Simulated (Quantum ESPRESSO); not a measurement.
## Short convergence ladders for BaAlGeH (P3m1, 4 atoms in the cell)

```
CELL_PARAMETERS angstrom
      4.36041     0.00000     0.00000
     -2.18020     3.77622     0.00000
      0.00000     0.00000     5.22380
ATOMIC_POSITIONS crystal
  Ba 0.33333 0.66667 0.10859
  Al 0.00000 0.00000 0.64135
  Ge 0.66667 0.33333 0.55274
  H  0.00000 0.00000 0.97289
```

Base method: PBEsol, PseudoDojo standard norm-conserving (PBESOL) pseudopotentials (plane waves; Quantum ESPRESSO 7.5).

Base settings: ecutwfc = 80 Ry; occupations = fixed; potentials = {Ba: Ba.upf, Al: Al.upf, Ge: Ge.upf, H: H.upf}; K_POINTS = automatic 3 3 2 0 0 0; nbnd = 18; conv_thr = 1e-10 Ry.

The count of work is k-points × plane waves × bands × iterations; it is no time. 

**The cutoff for other potential files**

Level: DFT, PBEsol, plane waves, GBRV 1.5 ultrasoft (PBESOL) pseudopotentials.

In this ladder: pseudopotentials = {Ba: ba_pbesol_v1.uspp.F.UPF, Al: al_pbesol_v1.uspp.F.UPF, Ge: ge_pbesol_v1.4.uspp.F.UPF, H: h_pbesol_v1.4.uspp.F.UPF}. Moved along: ecutrho.

The second cell is the first with its lattice scaled by 0.98.

The mesh stays at the base's, so the ladder's end is converged at best in this setting alone.

Only quantities that move along the ladder and can be compared are tabulated; the gap is left out on so coarse a mesh.

```tsv
ecutwfc	free energy less the last step's (meV/atom)	energy of the compressed cell less the first (meV/atom)	pressure (GPa)	largest difference of a force vector from the last step's (eV/Å)	count of work / last
22 Ry	1284.76	20.00	-50.00	0.008	0.12
28 Ry	144.62	-0.48	-9.64	0.001	0.15
35 Ry	8.99	-0.46	-2.11	0.000	0.21
42 Ry	4.41	-0.48	-1.70	0.000	0.27
50 Ry	2.74	-0.51	-1.70	0.000	0.35
60 Ry	2.12	-0.50	-1.68	0.000	0.46
75 Ry	1.52	-0.50	-1.66	0.000	0.65
100 Ry	0.00	-0.50	-1.71	0.000	1.0
```

Coarsest ecutwfc that holds the pressure within 0.1 GPa of the last step, with all finer ones: 42 Ry, at 0.27 of the last step's count of work; the step before is off by 0.40 GPa.

Coarsest ecutwfc that holds the energy of the compressed cell less the first within 0.2 meV/atom of the last step, with all finer ones: 28 Ry, at 0.15 of the last step's count of work; the step before is off by 21 meV/atom.

State of the free energy at the end of the ladder: still drifting one way, by 2.1 meV/atom over the last two steps, so the last step is no safe reference.

At the lowest cutoff the pressure lies 48.3 GPa under the last step's, the usual sign of Pulay stress in an incomplete plane-wave basis.

**The density cutoff**

The second cell is the first with its lattice scaled by 0.98.

The mesh stays at the base's, so the ladder's end is converged at best in this setting alone.

Only quantities that move along the ladder and can be compared are tabulated; the gap is left out on so coarse a mesh.

| ecutrho | free energy less the last step's (meV/atom) | energy of the compressed cell less the first (meV/atom) | pressure (GPa) |
|---|---|---|---|
| 160 Ry | -3.44 | -1.24 | -1.38 |
| 240 Ry | 0.00 | -1.84 | -1.81 |
| 320 Ry | 0.00 | -1.84 | -1.81 |
| 400 Ry | 0.00 | -1.84 | -1.81 |
| 480 Ry | 0.00 | -1.84 | -1.81 |
| 640 Ry | 0.00 | -1.84 | -1.81 |
| 800 Ry | 0.00 | -1.84 | -1.81 |
| 960 Ry | 0.00 | -1.84 | -1.81 |
| 1280 Ry | 0.00 | -1.84 | -1.81 |

Coarsest ecutrho that holds the pressure within 0.2 GPa of the last step, with all finer ones: 240 Ry; the step before is off by 0.43 GPa.

Coarsest ecutrho that holds the free energy within 2 meV/atom of the last step, with all finer ones: 240 Ry; the step before is off by 3.4 meV/atom.

Coarsest ecutrho that holds the energy of the compressed cell less the first within 0.5 meV/atom of the last step, with all finer ones: 240 Ry; the step before is off by 0.60 meV/atom.

The energy difference between the two cells stays within 1 meV/atom of the last step's from 160 Ry on, the total only from 240 Ry on: much of the error is common to both cells and cancels.

On the base run: the starting cell comes from a database of computed structures (which also holds hypothetical and non-ambient phases and stackings), without a prior relaxation at this level. Its lattice was rescaled by up to half a per cent. One atom was moved a little off its site on purpose.
